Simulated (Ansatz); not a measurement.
The starting structures come from a database of crystals and need not be the phases stable at ambient conditions.

 Where the default PAW files enter, the runs use the earlier of Ansatz's two default sets.

Inside the gap of an insulator the Bloch states are evanescent, with a wavenumber k + iκ along the transport direction.

Given:

```
CELL_PARAMETERS angstrom
      4.29765     0.00000     0.00000
      0.00000     7.00787     0.00000
      2.14883     0.00000     3.72187
ATOMIC_POSITIONS crystal
  Cd 0.00000 0.50977 0.00000
  Cd 0.33333 0.99036 0.33333
  Se 0.33333 0.37425 0.33333
  S  0.00000 0.87762 0.00000
```

Space group of this cell: P3m1. The cell is taken as given; by LDA its mean pressure is -4.8 GPa.

Transport runs along the normal of the first two printed cell vectors, the (100) plane of the conventional cell.

The gap is the functional's own. No spin-orbit coupling. Mid-gap values are interpolated on the energy grid.

**Question.** Give the band gap and the smallest decay constant κ at mid-gap that LDA run with Ansatz (a first-principles code) yields.

**Answer.** Gap 0.41 eV on a 8×4×8 mesh; κ = 0.038 1/Å, at the zone centre.
